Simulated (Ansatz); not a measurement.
AuAg (model structure, P4/mmm, No. 123, 2 atoms in the cell), treated with PBEsol (Ansatz, a program for electronic structure, PAW).

Settings: plane-wave cutoff 520 eV, 18×18×14 k mesh (along the axes of the cell as run), Fermi–Dirac smearing 0.05 eV, no spin polarisation, scalar-relativistic PAW data made under PBE.

Cell (relaxed at this level):

```
CELL_PARAMETERS angstrom
      2.85469     0.00000     0.00000
      0.00000     2.85469     0.00000
      0.00000     0.00000     4.11620
ATOMIC_POSITIONS crystal
  Ag 0.50000 0.50000 0.50000
  Au 0.00000 0.00000 0.00000
```

Problem. Give the computed bulk modulus B0.

Solution. 
- bulk modulus B0 = 146 GPa

The run finds no gap.

Note: the bulk modulus is −V dP/dV from two relaxed cells at ±2 % in volume; the relaxation could raise the start's symmetry but not lower it, so the cell can be a saddle point.

Spin–orbit coupling is not included; it can shift volumes and moduli of such heavy elements.

Static lattice: no zero-point or thermal effects.

A model structure was made by putting elements into a prototype or built by hand; it is no filed structure, need not be a known phase, and can be a saddle point held by its symmetry.
